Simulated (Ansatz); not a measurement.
ZnO under load (space group P6_3mc), r2SCAN with spin-orbit coupling, rigid bands run with Ansatz (an electronic-structure program). Condition of this run: hydrostatic pressure of -4.4 GPa (compression positive) (the target of the relaxation). Band gap 1.17 eV, N_c = 2.22e18 cm⁻³ and N_v = 8.24e19 cm⁻³ at 300 K, conductivity masses along x (a = (3.27, 0.00, 0.00) Å; b = (-1.63, 2.83, 0.00) Å; c = (0.00, 0.00, 5.27) Å) of 0.201 mₑ (electrons) and 1.88 mₑ (holes). Take k_BT = 0.02585 eV.

Task: What thermal injection velocity √(2k_BT/πm) limits a ballistic channel along the direction named?

Result: 1.20e7 cm/s for electrons and 3.92e6 cm/s for holes, a ratio of √(m_h/m_e) = 3.06, for dilute carriers.

Task: What built-in voltage has an abrupt junction with N_A = 1e17 and N_D = 1e17 cm⁻³, all dopants ionised?

Result: V_bi = E_g/e − (k_BT/e) ln(N_c N_v/(N_A N_D)) = 1.17 − 0.02585 × 9.81 = 0.92 V, for the computed gap.

Task: Find the intrinsic carrier density and the intrinsic Fermi level.

Result: n_i = √(N_c N_v) exp(−E_g/2k_BT) = 1.35e19 × exp(−22.63) = 2.0e9 cm⁻³. The level lies (k_BT/2) ln(N_v/N_c) = 47 meV from mid-gap (positive towards the conduction band). Each 0.1 eV added to the gap lowers n_i by a factor of 6.9.

Rigid bands with the computed gap; masses take one relaxation time for all states. Geometry: cell and atoms relaxed with PBEsol.
